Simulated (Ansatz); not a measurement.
The starting structures come from a database of crystals and need not be the phases stable at ambient conditions.

 Where the default PAW files enter, the runs use the earlier of Ansatz's two default sets.

Tunnelling through a barrier is set by its complex band structure: the current falls as exp(−2κd) with the smallest κ.

Here is the system:

```
BaNiF6
1.0
    4.82112     0.00000     0.00000
   -1.45703     6.11057     0.00000
   -0.72851     3.05528     3.65756
Ba Ni F
1 1 6
Direct
  0.50000   0.50000   0.00000
  0.00000   0.00000   0.00000
  0.26516   0.26516   0.66119
  0.73484   0.73484   0.33881
  0.26516   0.92635   0.33881
  0.73484   0.07365   0.66119
  0.92635   0.26516   0.00000
  0.07365   0.73484   0.00000
```

Space group of this cell: R-3m. The cell is taken as given.

Transport runs along the normal of the first two printed cell vectors, the (110) plane of the conventional cell.

The gap is the functional's own. No spin-orbit coupling. Mid-gap values are interpolated on the energy grid.

### Question
Predict the band gap and the smallest decay constant κ at mid-gap from r2SCAN (Ansatz, an electronic-structure program).

### Answer
Gap 2.16 eV on a 8×8×8 mesh; κ = 0.448 1/Å, at (0.500, 0.500) of the in-plane reciprocal vectors. At the zone centre, at the nearest computed energy, the slowest state has κ = 0.45 1/Å.
